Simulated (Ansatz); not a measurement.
Consider a periodic stack without vacuum, rock-salt TiC (0 0 1) on zinc-blende InAs (0 0 1) (film strained to the substrate, started from cuts of the bulks and a machine-learned relaxation; slabs As6In5 and C12Ti12, which can lie off the formulas): substrate slab As6In5, film C12Ti12, surface cells [[1, 0], [1, 1]] and [[0, -1], [2, 1]], film strained by +0.9 and +0.9 %, outermost planes As/As and CTi/CTi as cut, which need not be the usual terminations and can put a slab off its formula. Its start:

```yaml
crystal:
  lattice:
    - [4.37394, 0.00000, -0.02422]
    - [0.00000, 4.37394, 0.06181]
    - [0.55495, 0.07590, 30.46266]
  atoms:
    - { symbol: As, position: [0.97533, 0.55215, 0.13644] }
    - { symbol: As, position: [0.50445, 0.19616, 0.02641] }
    - { symbol: As, position: [0.95139, 0.52040, 0.34215] }
    - { symbol: As, position: [0.46143, 0.02897, 0.23966] }
    - { symbol: As, position: [0.03717, 0.25699, 0.54639] }
    - { symbol: As, position: [0.45379, 0.00906, 0.44476] }
    - { symbol: In, position: [0.96642, 0.03708, 0.18862] }
    - { symbol: In, position: [0.47958, 0.67703, 0.08762] }
    - { symbol: In, position: [0.95148, 0.01529, 0.39324] }
    - { symbol: In, position: [0.45469, 0.52292, 0.29108] }
    - { symbol: In, position: [0.53588, 0.50790, 0.49637] }
    - { symbol: C, position: [0.53124, 0.24131, 0.67996] }
    - { symbol: C, position: [0.03150, 0.74165, 0.67992] }
    - { symbol: C, position: [0.03800, 0.25074, 0.60854] }
    - { symbol: C, position: [0.53765, 0.74953, 0.60889] }
    - { symbol: C, position: [0.51993, 0.22468, 0.82175] }
    - { symbol: C, position: [0.02004, 0.72457, 0.82190] }
    - { symbol: C, position: [0.02591, 0.23169, 0.75114] }
    - { symbol: C, position: [0.52595, 0.73134, 0.75096] }
    - { symbol: C, position: [0.50856, 0.21092, 0.96420] }
    - { symbol: C, position: [0.00856, 0.71051, 0.96375] }
    - { symbol: C, position: [0.01447, 0.21843, 0.89297] }
    - { symbol: C, position: [0.51438, 0.71799, 0.89279] }
    - { symbol: Ti, position: [0.03119, 0.24132, 0.68166] }
    - { symbol: Ti, position: [0.53173, 0.74113, 0.68031] }
    - { symbol: Ti, position: [0.53654, 0.24926, 0.61222] }
    - { symbol: Ti, position: [0.03732, 0.74973, 0.61199] }
    - { symbol: Ti, position: [0.01993, 0.22716, 0.82163] }
    - { symbol: Ti, position: [0.51960, 0.72689, 0.82139] }
    - { symbol: Ti, position: [0.52577, 0.23347, 0.75138] }
    - { symbol: Ti, position: [0.02547, 0.73374, 0.75149] }
    - { symbol: Ti, position: [0.00907, 0.21087, 0.96078] }
    - { symbol: Ti, position: [0.50894, 0.70985, 0.96047] }
    - { symbol: Ti, position: [0.51457, 0.21872, 0.89124] }
    - { symbol: Ti, position: [0.01431, 0.71941, 0.89252] }
```

The start was prepared with a machine-learned potential, and the result is one local minimum, with the in-plane cell held and forces under 0.04 eV/Å; the film can end far from its bulk form.

All values below come from PBE (plane waves to 420 eV, PAW; Ansatz, a first-principles code). Scalar-relativistic, without spin–orbit coupling; the runs are not spin-polarised; PBE gaps are too small against experiment. Its k-point mesh 7×7×1, Fermi–Dirac width 0.05 eV.

### Question
Predict the relaxed interface.

### Answer
```
Quantity                                                                                   Result
--------------------------------------------------------------------------------  ---------------
interface area                                                                            19.1 Å²
period                                                                                    29.27 Å
heights between the nearest atoms of the two slabs at the two interfaces          1.83 and 1.87 Å
As–Ti contacts across the interfaces within 1.22 times the sum of covalent radii   8, mean 2.96 Å
As–C contacts across the interfaces within 1.22 times the sum of covalent radii    2, mean 1.98 Å
In–Ti contacts across the interfaces within 1.22 times the sum of covalent radii   2, mean 3.20 Å
```
